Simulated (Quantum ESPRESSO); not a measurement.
**A series of runs on CaMg (P1, 2 atoms in the cell)**

```yaml
crystal:
  lattice:
    - [1.82875, 1.05583, 5.65289]
    - [-1.82875, 1.05583, 5.65289]
    - [0.00000, -2.11166, 5.65289]
  atoms:
    - { symbol: Ca, position: [0.00489, 0.00018, 0.99611] }
    - { symbol: Mg, position: [0.49511, 0.49982, 0.50389] }
```

Base run A: PBEsol, SSSP 1.1.2 efficiency (PBE) pseudopotentials run with Quantum ESPRESSO, self-consistent single point.

Its settings: ecutwfc = 40 Ry; ecutrho = 320 Ry; occupations = smearing; smearing = mp; degauss = 0.0147 Ry; input_dft = pbesol; potentials = {Ca: Ca_pbe_v1.uspp.F.UPF, Mg: Mg.pbe-n-kjpaw_psl.0.3.0.UPF}; K_POINTS = automatic 8 8 8 0 0 0; conv_thr = 1e-08 Ry.

The starting cell comes from a database of computed structures (which also holds hypothetical and non-ambient phases and stackings), without a prior relaxation at this level. Its atoms were displaced at random from the sites of space group no. 166.

ΔF is the free energy per atom less that of run A. 

Run A gave: pressure (GPa) -0.75; largest force (eV/Å) 0.032; iterations 10.

Runs:
- B: mixing_beta = 0.05
- C: mixing_beta = 0.1
- D: mixing_beta = 0.2
- E: mixing_beta = 0.3
- F: mixing_beta = 0.4
- G: mixing_beta = 0.5
- H: mixing_beta = 0.6
- I: mixing_beta = 0.8
- J: mixing_beta = 0.9

Task: Which runs reach the base run's state, and which is quickest in iterations?

Result: Runs B, C, D, E, F, G, H, I, J gave the same state as A (within 1 meV/atom). The fewest iterations to that state were 9 (E, F, G); the most were 12.

```tsv
run	ΔF (meV/atom)	pressure (GPa)	largest force (eV/Å)	iterations
A	0.00	-0.75	0.032	10
B	0.00	-0.75	0.032	12
C	0.00	-0.75	0.032	12
D	0.00	-0.75	0.032	10
E	0.00	-0.74	0.032	9
F	0.00	-0.74	0.032	9
G	0.00	-0.75	0.032	9
H	0.00	-0.75	0.032	10
I	0.00	-0.75	0.032	10
J	0.00	-0.75	0.032	10
```
